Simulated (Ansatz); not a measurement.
System: LaPd₃ (Pm-3m, No. 221). Method: r²SCAN (PAW; Ansatz, an electronic-structure program).

Numerical settings: plane-wave cutoff 500 eV, 14×14×14 k mesh, Fermi–Dirac smearing 0.1 eV, scalar-relativistic PAW data made under PBE.

Computed at the level's own relaxed cell.

Task: Give the computed volume per atom and lattice parameter a.

Result: 
- volume per atom: 18.54 Å³/atom
- lattice parameter a: 4.201 Å

The run finds no gap.

Spin–orbit coupling is not included.

Cost on a shared machine: very roughly 2.3 core-minutes.
